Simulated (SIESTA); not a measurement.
Troubleshooting SIESTA: a failed run on MgCd2 (P-3m1, 6 atoms in the cell). The aim is a self-consistent single point with DFT, GGA PBEsol, numerical atomic orbitals DZP, PseudoDojo PBEsol standard norm-conserving potentials (rewritten from UPF to PSML).

Cell that was meant: a = 3.1045 Å, b = 3.1045 Å, c = 16.0649 Å, α = 90.00°, β = 90.00°, γ = 120.00°.

Part of the input:

```
XC.authors                   PBEsol
PAO.BasisSize                DZP
PAO.EnergyShift              0.01 Ry
MeshCutoff                   300
%block kgrid.MonkhorstPack
   12   0   0  0.0
    0  12   0  0.0
```

Output (repeated stretches shortened):

```
reinit: Reading from file input.fdf

reinit: System Name: MgCd2
reinit: System Label: siesta

coor:   Atomic-coordinates input format  =     Fractional

siesta: Atomic coordinates (Bohr) and species
siesta:      2.93331   1.69354  17.74348  1        1
siesta:     -0.00000   3.38709  12.61476  1        2
siesta:      2.93331   1.69354  27.82272  2        3
siesta:     -0.00000   3.38709   2.53552  2        4
siesta:     -0.00000   3.38709  22.72466  2        5
siesta:      2.93331   1.69354   7.63358  2        6

siesta: System type = bulk

initatomlists: Number of atoms, orbitals, and projectors:      6    94    88

siesta: ******************** Simulation parameters ****************************
redata: Spin configuration                          = none
redata: Time-Reversal Symmetry                      = T
redata: Number of Atomic Species                    =        2
ERROR

FDF module: fdf_physical:  no unit specified for MeshCutoff

     File: fdf.F90
     Line:  2144
Note: The following floating-point exceptions are signalling: IEEE_INVALID_FLAG IEEE_OVERFLOW_FLAG
STOP Stopping Program
```

Problem. Read the log: what does the program object to, and what is the fix?

Solution. The fault is an energy without its unit. The key takes a value and a unit. To fix it, add the unit. The program stopped before any SCF iteration.

An input that runs soundly differs in these lines (not the only fix; some lines may just follow from the change or write a value another way):
```diff
-MeshCutoff                   300
+MeshCutoff                   300 Ry
```

With that input, the run converged in 14 iterations: free energy E − TS -22290.1342 eV; Fermi level (on the code's own zero) -2.17 eV; pressure -7.71 GPa; largest force (vector length) 0.394 eV/Å (DFT, GGA PBEsol, numerical atomic orbitals DZP, PseudoDojo PBEsol standard norm-conserving potentials (rewritten from UPF to PSML)).

On the sound input: the starting cell comes from a database of computed structures (which also holds hypothetical and non-ambient phases and stackings), without a prior relaxation at this level. Its lattice was rescaled by a random factor within 2.5 % of one. Values carry the incompleteness of an atom-centred basis. With a pressure of about -8 GPa the cell is away from its equilibrium volume at this level.
